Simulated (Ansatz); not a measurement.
The starting structures come from a database of crystals and need not be the phases stable at ambient conditions.

 Where the default PAW files enter, the runs use the earlier of Ansatz's two default sets.

**Evanescent states of CdCl₂ (R-3m, not sure to be the ambient phase, 3 atoms a cell, 25.2 Å³ an atom) along the normal of (001)**

Level of theory: PBEsol (plane waves, PAW; Ansatz, a quantum-chemistry and plane-wave program).

No gap correction and no spin-orbit coupling; mid-gap values are interpolated between computed energies.

Energies count from the valence-band top; κ is the least over a 12×12 mesh across the current.

| E (eV) | κ (1/Å) | where |
|---|---|---|
| 0.08 | 0.124 | off Γ |
| 0.24 | 0.201 | Γ |
| 0.40 | 0.226 | Γ |
| 0.56 | 0.245 | Γ |
| 0.72 | 0.260 | Γ |
| 0.88 | 0.271 | Γ |
| 1.04 | 0.280 | Γ |
| 1.20 | 0.285 | Γ |
| 1.36 | 0.289 | Γ |
| 1.52 | 0.290 | Γ |
| 1.68 | 0.289 | Γ |
| 1.84 | 0.285 | Γ |
| 2.00 | 0.280 | Γ |
| 2.16 | 0.272 | Γ |
| 2.32 | 0.261 | Γ |
| 2.48 | 0.247 | Γ |
| 2.64 | 0.229 | Γ |
| 2.80 | 0.206 | Γ |
| 2.96 | 0.177 | Γ |
| 3.12 | 0.135 | Γ |
| 3.28 | 0.058 | Γ |

Q: How thick must the barrier be to attenuate the transmission by 10^6 when the electrodes' Fermi level lies at 1.36 eV, and what attenuation does that film give at 0.24 eV?

A: d = 6 ln 10 / (2 × 0.289) = 23.9 Å. At 0.24 eV it gives 6 × 0.201/0.289 = 4.2 decades.
